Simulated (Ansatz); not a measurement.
Short convergence ladders for a (110) slab of Sn (cut from a parent of space group no. 229; 4 atoms in the cell)

```
Sn
1.0
    3.27178     0.00000     0.00000
   -4.36238     3.08467     0.00000
    0.00000     0.00000    22.01419
Sn
4
Direct
  0.00000   0.25000   0.31798
  0.00000   0.75000   0.43933
  0.00000   0.25000   0.56067
  0.00000   0.75000   0.68202
```

Base method: LDA (PW92), default PAW files made with PBE (plane waves; Ansatz, a program for electronic structure).

Base settings: basis.ecutwfc = 30.9 Ry; kpoints.mp_grid.grid = 10 10 1; hamiltonian.xc = lda; hamiltonian.pseudopotentials = {kind: paw} (the program's default PAW files); scf.occupations.method = gaussian; scf.occupations.width = 0.0073 Ry.

The count of work is k-points × plane waves × bands × iterations; it is no time. 

**The plane-wave cutoff**

The mesh stays at the base's, so the ladder's end is converged at best in this setting alone.

Only quantities that move along the ladder and can be compared are tabulated.

```tsv
basis.ecutwfc	free energy less the last step's (meV/atom)	largest difference of a force vector from the last step's (eV/Å)	count of work / last
15.4 Ry	3259.63	0.010	0.14
18.4 Ry	486.02	0.004	0.16
21.7 Ry	45.14	0.003	0.21
26.1 Ry	2.52	0.002	0.27
30.9 Ry	1.07	0.001	0.36
37.1 Ry	0.48	0.000	0.46
46.3 Ry	0.09	0.000	0.65
61.7 Ry	0.00	0.000	1.0
```

Coarsest basis.ecutwfc that holds the forces within 0.005 eV/Å of the last step, with all finer ones: 18.4 Ry, at 0.16 of the last step's count of work; the step before is off by 0.010 eV/Å.

Coarsest basis.ecutwfc that holds the free energy within 2 meV/atom of the last step, with all finer ones: 30.9 Ry, at 0.36 of the last step's count of work; the step before is off by 2.5 meV/atom.

**The depth of the relaxed slab**

On the (110) slab of Sn (cut from a parent of space group no. 229; 1 atoms in the cell), and deeper slabs.

In this ladder: relax = atoms; relax.f_tol = 0.02 eV/Å.

Surface energy = (E_slab − N e_bulk)/2A, with e_bulk from the bulk crystal on its finest mesh (413 k-points); errors per atom of slab and bulk, whose meshes differ, grow with N.

The mesh stays at the base's, so the ladder's end is converged at best in this setting alone.

Only quantities that move along the ladder and can be compared are tabulated.

| atoms | surface energy (J/m²) | relaxation steps |
|---|---|---|
| 1 | 0.714 | 1 |
| 2 | 0.405 | 4 |
| 3 | 0.484 | 5 |
| 5 | 0.469 | 5 |

Smallest size that holds the surface energy within 0.05 J/m² of the last step, with all finer ones: 3; the step before is off by 0.064 J/m².

On the base run: the starting cell comes from a database of computed structures (which also holds hypothetical and non-ambient phases and stackings), without a prior relaxation at this level. The slab is cut from that crystal, and its faces are unrelaxed. Its lattice was rescaled by up to half a per cent.

Keys are those of Ansatz 0.2.
